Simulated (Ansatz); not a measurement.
# Convergence test for Ca2W (Fd-3m, 6 atoms in the cell)

```
Ca2W
1.0
    0.00000     4.87498     4.87498
    4.87498     0.00000     4.87498
    4.87498     4.87498     0.00000
Ca W
4 2
Direct
  0.12500   0.12500   0.12500
  0.62500   0.12500   0.12500
  0.12500   0.62500   0.12500
  0.12500   0.12500   0.62500
  0.75000   0.75000   0.75000
  0.50000   0.50000   0.50000
```

Computed with PBE (plane waves, PAW; Ansatz, a program for electronic structure).

The starting cell was generated: these elements placed on a structure prototype, without a prior relaxation; it need not be a known phase or ordering of this composition. Spin polarisation is off. In the base run, with a pressure of about -7 GPa the cell is away from its equilibrium volume at this level. Ansatz's pressure includes its estimate of the finite-basis (Pulay) stress.

Held fixed: kpoints.mp_grid.grid = 6 6 6; hamiltonian.xc = pbe; hamiltonian.pseudopotentials = {kind: paw} (the program's default PAW files); scf.occupations.method = cold; scf.occupations.width = 0.272 eV.

ΔF is the free energy per atom less that of the last row (840 eV).

The first pressure column holds Ansatz's estimate of the finite-basis (Pulay) stress, which hides part of the cutoff error; the other is without it.

```json
[
 {"basis.ecutwfc": "170 eV", "ΔF (meV/atom)": "6166.6", "pressure (GPa)": "-5.21", "pressure at a fixed set of plane waves (GPa)": "-105.21", "plane waves": "1211", "iterations": "8"},
 {"basis.ecutwfc": "210 eV", "ΔF (meV/atom)": "1461.6", "pressure (GPa)": "-7.51", "pressure at a fixed set of plane waves (GPa)": "-39.68", "plane waves": "1639", "iterations": "8"},
 {"basis.ecutwfc": "250 eV", "ΔF (meV/atom)": "279.9", "pressure (GPa)": "-7.26", "pressure at a fixed set of plane waves (GPa)": "-15.88", "plane waves": "2085", "iterations": "7"},
 {"basis.ecutwfc": "295 eV", "ΔF (meV/atom)": "30.7", "pressure (GPa)": "-7.36", "pressure at a fixed set of plane waves (GPa)": "-8.71", "plane waves": "2685", "iterations": "7"},
 {"basis.ecutwfc": "335 eV", "ΔF (meV/atom)": "3.1", "pressure (GPa)": "-7.36", "pressure at a fixed set of plane waves (GPa)": "-7.52", "plane waves": "3215", "iterations": "7"},
 {"basis.ecutwfc": "380 eV", "ΔF (meV/atom)": "0.82", "pressure (GPa)": "-7.37", "pressure at a fixed set of plane waves (GPa)": "-7.37", "plane waves": "3839", "iterations": "7"},
 {"basis.ecutwfc": "420 eV", "ΔF (meV/atom)": "0.50", "pressure (GPa)": "-7.37", "pressure at a fixed set of plane waves (GPa)": "-7.38", "plane waves": "4573", "iterations": "7"},
 {"basis.ecutwfc": "485 eV", "ΔF (meV/atom)": "0.12", "pressure (GPa)": "-7.36", "pressure at a fixed set of plane waves (GPa)": "-7.37", "plane waves": "5601", "iterations": "7"},
 {"basis.ecutwfc": "545 eV", "ΔF (meV/atom)": "0.05", "pressure (GPa)": "-7.36", "pressure at a fixed set of plane waves (GPa)": "-7.37", "plane waves": "6735", "iterations": "7"},
 {"basis.ecutwfc": "630 eV", "ΔF (meV/atom)": "0.03", "pressure (GPa)": "-7.36", "pressure at a fixed set of plane waves (GPa)": "-7.37", "plane waves": "8363", "iterations": "7"},
 {"basis.ecutwfc": "735 eV", "ΔF (meV/atom)": "0.02", "pressure (GPa)": "-7.36", "pressure at a fixed set of plane waves (GPa)": "-7.37", "plane waves": "10489", "iterations": "7"},
 {"basis.ecutwfc": "840 eV", "ΔF (meV/atom)": "0.00", "pressure (GPa)": "-7.36", "pressure at a fixed set of plane waves (GPa)": "-7.37", "plane waves": "12675", "iterations": "7"}
]
```

Pressure within 0.05 GPa of the last row: from basis.ecutwfc = 295 eV on; the one before it is off by 0.10 GPa. The value it settles on is -7.36 GPa at this level of theory and with the other settings as held.

Keys are those of Ansatz 0.2.
